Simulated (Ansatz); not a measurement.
```xyz
16
Lattice="6.4630 0.0000 0.0000 -3.2315 5.5972 0.0000 0.0000 0.0000 5.2122" Properties=species:S:1:pos:R:3 pbc="T T T"
Cd     1.6158     0.9329    -0.0116
Zn    -0.0393     1.8884     2.6213
O      1.6158     0.9329     3.0341
O     -0.1211     1.9356     0.6872
Zn     0.0115     3.7381     0.0132
Zn    -1.6158     4.6189     2.6213
O      0.0121     3.7384     3.2687
O     -1.6158     4.5245     0.6872
Zn     4.8473     0.9196     0.0132
Zn     3.2708     1.8884     2.6213
O      4.8473     0.9189     3.2687
O      3.3526     1.9356     0.6872
Zn     3.2200     3.7381     0.0132
Zn     1.6158     4.6643     2.6208
O      3.2194     3.7384     3.2687
O      1.6158     4.6643     0.6545
```

Relaxed-ion tensors in this frame from LDA density-functional theory in Ansatz (plane waves, PAW). Proper piezoelectric stress tensor e (C/m²):

```
 0.00   0.00   0.00   0.00   0.55   0.09
 0.09  -0.09   0.00   0.55   0.00   0.00
 0.68   0.68  -1.37   0.00   0.00   0.00
```

Stiffness C (GPa):

```
 206   134   120  -1.3   0.0   0.0
 134   206   120   1.3   0.0   0.0
 120   120   220   0.0   0.0   0.0
-1.3   1.3   0.0  33.6   0.0   0.0
 0.0   0.0   0.0   0.0  33.6  -1.3
 0.0   0.0   0.0   0.0  -1.3  36.2
```

The ordered cell is a computed model, not a synthesised structure.

### Question
Obtain the piezoelectric strain tensor d.

### Answer
d = e S with S = C⁻¹, in pC/N:

```
  0.0    0.0    0.0    0.0   16.5    3.1
  1.5   -1.5    0.0   16.5    0.0    0.0
  6.8    6.8  -13.7    0.0    0.0    0.0
```

Ansatz is a program for electronic structure.
